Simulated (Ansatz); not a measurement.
System: In vacancy in bixbyite In2O3 (charge state -3). Computed with PBE, PAW (plane waves to 420 eV; Ansatz, a first-principles code).

Settings: 80 host sites, the relaxed PBE lattice, one k-point at (0.250, 0.250, 0.250), smearing 0.01 eV, spin-restricted, no image-charge correction. Static, classical nuclei. The charge state is imposed; whether it is stable for some Fermi level was not computed. Forms of the defect that were not tried may lie lower. The start lies 0.086 eV above the lowest site run (PBE).

Barriers: single points on a 2×2×2 k-point mesh shifted by half a step at the bands' geometries.

The step: a nearby In atom hops onto the vacant site. Atoms about the jump, Cartesian Å from the middle of the jump, before and after:

| atom | x0 | y0 | z0 | x1 | y1 | z1 |
|---|---|---|---|---|---|---|
| In1 | -0.16 | -1.22 | -1.06 | 0.16 | 1.22 | 1.06 |
| O2 | 1.56 | -0.34 | -0.29 | 1.47 | -0.07 | -0.06 |
| O3 | -1.57 | -0.19 | 0.17 | -1.57 | 0.11 | 0.53 |
| O4 | -0.95 | 0.33 | -2.50 | -1.11 | 0.48 | -2.60 |
| O5 | -1.19 | 2.94 | -0.29 | -1.01 | 2.77 | -0.13 |
| In6 | -2.33 | 1.32 | -1.07 | -2.35 | 1.25 | -1.09 |
| O7 | -0.95 | -2.90 | 0.26 | -1.11 | -3.03 | 0.38 |
| O8 | 1.32 | 2.27 | -2.50 | 1.33 | 2.27 | -2.48 |
| In9 | 2.70 | 1.28 | -1.07 | 2.73 | 1.27 | -1.09 |
| O10 | 1.94 | 2.79 | 0.17 | 1.78 | 2.70 | 0.33 |
| O11 | 1.39 | 0.25 | 2.75 | 1.30 | 0.33 | 2.72 |
| O12 | 1.37 | -2.45 | -2.13 | 1.47 | -2.47 | -2.16 |
| In13 | -2.39 | -1.61 | 1.44 | -2.34 | -1.62 | 1.41 |

Problem. Give the saddle-point geometry and the barrier.

Solution. 
| atom | x | y | z |
|---|---|---|---|
| In1 | -0.10 | 0.16 | -0.41 |
| O2 | 1.79 | -0.29 | -0.31 |
| O3 | -1.92 | 0.04 | 0.38 |
| O4 | -0.99 | 0.43 | -2.38 |
| O5 | -1.04 | 2.61 | -0.27 |
| In6 | -2.62 | 1.39 | -1.16 |
| O7 | -1.01 | -2.83 | 0.35 |
| O8 | 1.36 | 2.21 | -2.48 |
| In9 | 2.92 | 1.37 | -1.07 |
| O10 | 1.95 | 2.75 | 0.18 |
| O11 | 1.35 | 0.21 | 2.68 |
| O12 | 1.44 | -2.46 | -2.16 |
| In13 | -2.43 | -1.67 | 1.49 |
It lies 1.94 eV above the start and 1.94 eV above the end. The saddle point's order was not checked.
